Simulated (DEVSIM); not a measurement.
Device: abrupt Ge p-n junction, at 300 K.

| layer (left to right) | material | thickness (μm) | Nd (cm⁻³) | Na (cm⁻³) | τn (s) | τp (s) |
|---|---|---|---|---|---|---|
| 1 | Ge | 15.0 | - | 2.4e18 | 0.00017 | 0.00017 |
| 2 | Ge | 56.0 | 5e16 | - | 0.00017 | 0.00017 |

Left contact: ohmic. Right contact: ohmic. Voltage is applied to the left contact. Recombination: SRH at mid-gap, radiative. Mobility is μmin + (μ − μmin)/(1 + (N/Nref)^α).

The device is made up for the run: typed textbook-type constants, with dimensions and the other settings drawn at random. Values at 300 K.

```csv
parameter,Ge
gap (eV),0.664
affinity (eV),4
permittivity,16
Nc (cm⁻³),1.04e19
Nv (cm⁻³),6e18
μn (cm²/Vs),3900
μp (cm²/Vs),1900
"μn,min",150
"μp,min",100
"Nref,n",2.6e17
"Nref,p",4e17
αn,0.56
αp,0.6
B (cm³/s),6.4e-14
```

DEVSIM, 1D drift-diffusion, Boltzmann statistics, complete ionisation; no tunnelling, impact ionisation, image-force lowering or self-heating.

### Question
Tabulate band edges, carrier densities and field at zero bias.

### Answer
Energies count from the Fermi level of the right contact; mesh points crowd at the junctions.

| x (μm) | Ec (eV) | Ev (eV) | n (cm⁻³) | p (cm⁻³) | field (V/cm) |
|---|---|---|---|---|---|
| 0.000 | 0.640 | -0.024 | 1.8e8 | 2.4e18 | ≈ 0 |
| 0.04816 | 0.640 | -0.024 | 1.8e8 | 2.4e18 | ≈ 0 |
| 0.2016 | 0.640 | -0.024 | 1.8e8 | 2.4e18 | ≈ 0 |
| 0.6531 | 0.640 | -0.024 | 1.8e8 | 2.4e18 | ≈ 0 |
| 3.027 | 0.640 | -0.024 | 1.8e8 | 2.4e18 | ≈ 0 |
| 8.885 | 0.640 | -0.024 | 1.8e8 | 2.4e18 | ≈ 0 |
| 12.98 | 0.640 | -0.024 | 1.8e8 | 2.4e18 | ≈ 0 |
| 14.57 | 0.640 | -0.024 | 1.8e8 | 2.4e18 | ≈ 0 |
| 14.87 | 0.640 | -0.024 | 1.8e8 | 2.4e18 | ≈ 0 |
| 14.98 | 0.640 | -0.024 | 1.8e8 | 2.4e18 | -60 |
| 15.01 | 0.526 | -0.138 | 1.5e10 | 2.8e16 | -65000 |
| 15.13 | 0.148 | -0.516 | 3.3e16 | 1.3e10 | -4600 |
| 15.45 | 0.138 | -0.526 | 5.0e16 | 8.7e9 | ≈ 0 |
| 16.45 | 0.138 | -0.526 | 5.0e16 | 8.7e9 | ≈ 0 |
| 21.39 | 0.138 | -0.526 | 5.0e16 | 8.7e9 | ≈ 0 |
| 35.08 | 0.138 | -0.526 | 5.0e16 | 8.7e9 | ≈ 0 |
| 57.58 | 0.138 | -0.526 | 5.0e16 | 8.7e9 | ≈ 0 |
| 66.73 | 0.138 | -0.526 | 5.0e16 | 8.7e9 | ≈ 0 |
| 70.03 | 0.138 | -0.526 | 5.0e16 | 8.7e9 | ≈ 0 |
| 70.71 | 0.138 | -0.526 | 5.0e16 | 8.7e9 | ≈ 0 |
| 70.92 | 0.138 | -0.526 | 5.0e16 | 8.7e9 | ≈ 0 |
| 71.00 | 0.138 | -0.526 | 5.0e16 | 8.7e9 | ≈ 0 |
